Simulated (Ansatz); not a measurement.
ZnS (F-43m) under hydrostatic pressure: hole conductivity mass by r2SCAN with spin-orbit coupling, rigid bands (plane waves, PAW; Ansatz, an electronic-structure program). The unloaded cell, whose axes the loads refer to:

```
ZnS
1.0
    0.00000     2.69516     2.69516
    2.69516     0.00000     2.69516
    2.69516     2.69516     0.00000
Zn S
1 1
Cartesian
  0.00000   0.00000   0.00000
  1.34758   1.34758   1.34758
```

```csv
hydrostatic pressure (GPa),volume per atom (Å³),hole conductivity mass (mₑ)
-2,20.12,?
0,19.58,0.870
2,19.11,0.844
5,18.50,0.811
10,17.67,0.766
```

Question: Fit a straight line to ln(hole conductivity mass) against the load over the rows given, and predict the row at -2 GPa.

Answer: The means are x̄ = 4.250 GPa and ȳ = -0.1962; Σ(x − x̄)(y − ȳ) = -0.7164 and Σ(x − x̄)² = 56.75, so the slope is -1.26 % per GPa, and the rows given lie within 0.38 % of the line. At -2 GPa the line gives 0.889 mₑ; the calculation gives 0.901 mₑ, 1.3 % from it.

Masses are for dilute carriers at 300 K, harmonic means over directions unless an axis is named. Stresses and pressures are the targets of the relaxation. The structure type is held at every load. Geometry: cell and atoms relaxed with r2SCAN.
